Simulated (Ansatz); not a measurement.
Data:

```
Ga2O3
1.0
    2.56678     1.48193     4.60912
   -2.56678     1.48193     4.60912
    0.00000    -2.96386     4.60912
Ga O
4 6
Direct
  0.64416   0.64416   0.64416
  0.14416   0.14416   0.14416
  0.35584   0.35584   0.35584
  0.85584   0.85584   0.85584
  0.75000   0.44687   0.05313
  0.05313   0.75000   0.44687
  0.25000   0.55313   0.94687
  0.55313   0.94687   0.25000
  0.94687   0.25000   0.55313
  0.44687   0.05313   0.75000
```

No spin polarisation.

Calculations: Ansatz (an electronic-structure program), PBE, PAW, cutoff 420 eV, scalar-relativistic without spin-orbit coupling. Γ-centred 8×8×8 mesh, Fermi–Dirac width 0.05 eV.

Question: Predict the gap character, electron mass, band gap and space group.

Answer: The gap character is indirect, Γ–S₀ (50 % along) → Γ. The electron mass is 0.18 mₑ (at Γ) and the band gap is 1.96 eV. The space group comes out as R-3c (No. 167).

The cells carry an imposed strain or load. Effective masses come from finite differences of ±0.01 Å⁻¹. Whether these cells are dynamically stable was not tested. The cell was made from Ga2O3 in the corundum structure (space group R-3c, No. 167) by this change: isotropic strain +1.50 %.
